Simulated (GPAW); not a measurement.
# Equation of state of fcc Ag (space group 225): energy against volume (GPAW, PBE)

```
Ag
1.0
    0.00000     2.00864     2.00864
    2.00864     0.00000     2.00864
    2.00864     2.00864     0.00000
Ag
1
Direct
  0.00000   0.00000   0.00000
```

Computed with PBE, GPAW PAW datasets PBE (gpaw-data 1.0.1) (plane waves; GPAW). Settings: mode = pw; ecut = 585 eV; xc = PBE; kpts = 24 24 24; mesh shift (steps) = 0 0 0; occupations.name = fermi-dirac; occupations.width = 0.05 eV; nbands = -7; convergence.density = 1e-05 e/electron; convergence.energy = 1e-05 eV/electron; symmetry.symmorphic = false; symmetry.tolerance = 0.0005; maxiter = 100. The cell above is the first row's. The rows scale it uniformly. In all rows the k mesh is held. E is the free energy at the stated smearing, counted from the lowest row.

| V (Å^3/atom) | E (meV/atom) |
|---|---|
| 16.208 | 51.40 |
| 16.561 | 29.80 |
| 16.913 | 14.63 |
| 17.265 | 5.05 |
| 17.618 | 0.37 |
| 17.970 | 0.00 |
| 18.322 | 3.39 |
| 18.675 | 10.07 |
| 19.027 | ? |

### Question
Fit E against V with the third-order Birch-Murnaghan form, a cubic in V^(-2/3), and predict the withheld value at V = 19.027.

### Answer
With u = V^(-2/3) - 0.149, the rows have u = 0.007140, 0.004913, 0.002770, 0.000700, -0.001306, -0.003241, -0.005114, -0.006933. Least squares gives E = 2.916 + 2666.75·u + 555281·u² + 3129920·u³. Residuals (row less fit): -0.004, 0.008, 0.000, -0.006, -0.003, 0.001, 0.008, -0.005; standard error 0.007 (degrees of freedom: 4). Its minimum lies at u = -0.002452, so V0 = (0.146548)^(-3/2) = 17.83. There d²E/du² = 1065000 and d³E/du³ = 1.878e7, so B0 = (4/9) × 17.83^(-7/3) × 1065000 × 0.160218 = 91.3 GPa (the last factor turns the table's units into GPa), and B0' = 4 + (2/3) × 0.146548 × (1.878e7)/1065000 = 5.7. The program's pressures in the fitted runs (not shown) pass through zero at V = 17.82, 0.01 % from this V0. At the withheld row, u = -0.008691, so E = 2.916 + 2666.75 × (-0.008691) + 555281 × (-0.008691)² + 3129920 × (-0.008691)³ = 19.627 meV/atom. The calculation gives 19.64 meV/atom, 0.013 meV/atom above the prediction (under 0.05 % of the range of E in the table). The row lies outside the fitted rows, so this is an extrapolation. From the scatter of the fitted rows alone, a prediction at this place has a standard error of 0.018 meV/atom, so the miss is 0.7 times that.

Carrying the step between the two nearest rows on in a straight line would have given 16.73, off by 2.91; series whose last step already gives the withheld value aren't shown. The scan was laid around a cell of about the measured size, scaled by a guess for this functional. Cutoffs and mesh are single choices, not tested for convergence of this quantity. Series with a scatter that would blur these digits, or in which a gap closes, are not shown. Nor are scans whose minimum lies at an end fitted in this form.
